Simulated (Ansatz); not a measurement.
The parent structure is CdSe in the wurtzite structure (space group P6_3mc, No. 186; a = 4.383 Å, c = 7.154 Å).

One thing is altered: cell and atoms relaxed at a pressure of 9 GPa.

Levels (all Ansatz, a program for electronic structure, PAW): PBE (420 eV, no spin-orbit coupling); r2SCAN (500 eV, scalar-relativistic without spin-orbit coupling).

The geometry is relaxed with PBE.

| Item | Result |
|---|---|
| PBE gap character | direct at Γ |
| PBE lowest conduction level above the VBM at special points | Γ 0.85 eV; A 2.54 eV; L 2.94 eV; M 3.32 eV |
| PBE electron mass | 0.075 mₑ along c, 0.080 mₑ across (at Γ) |

### Question
Predict the gap character, lowest conduction level above the VBM at special points and electron mass from r2SCAN.

### Answer
The gap character remains direct at Γ; the lowest conduction level above the VBM at special points goes from Γ 0.85 eV; A 2.54 eV; L 2.94 eV; M 3.32 eV to Γ 1.36 eV; A 3.03 eV; L 3.35 eV; M 3.71 eV; the electron mass goes from 0.075 mₑ along c, 0.080 mₑ across (at Γ) to 0.10 mₑ along c, 0.11 mₑ across (at Γ).

Single points use the geometry relaxed with PBE. Their cutoffs differ, which shifts pressures a little. Load acts through the strain it causes; cell and atoms are relaxed under it. Effective masses come from finite differences of ±0.01 Å⁻¹. Stability against distortions was not tested. Measured, CdSe leaves this structure (for rock salt) near 2.72 GPa (temperature not stated; as listed in Datta, Sujoy, Jana, Debnarayan, arXiv (2020)), on rising pressure, with hysteresis.
